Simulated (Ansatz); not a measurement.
Results of PBEsol (Ansatz, a program for electronic structure, PAW) for fluorite NiSi2.

Numerical settings: plane-wave cutoff 500 eV, 12×12×12 k mesh, Fermi–Dirac smearing 0.05 eV, no spin polarisation, scalar-relativistic PAW data made under PBE.

Computed at the level's own relaxed cell.

What does this level give for the equilibrium volume per atom and lattice constant a?


- equilibrium volume per atom: 13.04 Å³/atom
- lattice constant a: 5.388 Å

Measured, for comparison: equilibrium volume per atom 13.17 Å³/atom, lattice constant a 5.406 Å (temperature not stated, no zero-point or thermal correction; as tabulated in Wikipedia's data pages). Computed (rounded) less measured: equilibrium volume per atom -1.0 %, lattice constant a -0.3 %. A static lattice is as a rule a little smaller and stiffer than an uncorrected measurement, which narrows the difference in the equilibrium volume per atom, lattice constant a and would widen misses of the other sign.

The result took around 22 core-seconds (rough).
